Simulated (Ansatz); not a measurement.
Input:

```
CELL_PARAMETERS angstrom
     -1.88089     1.86967     4.72754
      1.88089    -1.86967     4.72754
      1.88089     1.86967    -4.72754
ATOMIC_POSITIONS crystal
  Ti 0.75063 0.25063 0.50000
  Ti 0.99937 0.99937 0.00000
  O  0.54198 0.04198 0.50000
  O  0.79200 0.79200 0.00000
  O  0.20802 0.20802 0.00000
  O  0.95800 0.45800 0.50000
```

No spin polarisation.

Method: DFT with LDA, PAW potentials and a 420 eV plane-wave cutoff in Ansatz (an electronic-structure program), no SOC. Γ-centred 12×12×12 mesh, Fermi–Dirac width 0.05 eV.

Problem. Predict the pressure (mean of the normal stresses, compression positive).

Solution. -13.9 kbar.

Problem. Estimate the space group.

Solution. Imma (No. 74).

Problem. Predict the band gap.

Solution. 2.07 eV.

Problem. What smallest direct gap does the calculation give?

Solution. 2.42 eV.

The cells carry an imposed strain or load. No phonon test of stability was made. All final runs are without spin polarisation. The cell was made from TiO2 in the anatase structure (space group I4_1/amd, No. 141) by this change: uniaxial strain ε_xx = +0.60 %.
